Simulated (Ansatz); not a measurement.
The parent structure is SiC in the wurtzite structure (space group P6_3mc, No. 186; a = 3.092 Å, c = 5.074 Å).

All numbers come from PBE in Ansatz (plane waves to 420 eV, PAW, no SOC).

One change was made to it. Results:

| quantity | base | after |
|---|---|---|
| smallest direct gap | 3.94 eV | 4.16 eV |
| lattice parameter a | 3.092 Å | 2.979 Å |
| width of the top valence band | 3.84 eV | 4.14 eV |

What was done to the base?
(A) pressure 2.1 GPa
(B) pressure 30 GPa
(C) pressure −1 GPa
(D) pressure 4.5 GPa
(E) pressure 9 GPa

B, pressure 30 GPa. For comparison, the smallest direct gap in the other runs: pressure 4.5 GPa gives 3.98 eV; pressure 2.1 GPa gives 3.96 eV; pressure 9 GPa gives 4.02 eV; pressure −1 GPa gives 3.94 eV.

Load acts through the strain it causes; cell and atoms are relaxed under it. Whether these cells are dynamically stable was not tested. Competing high-pressure phases were not computed.

Ansatz is a program for electronic structure.
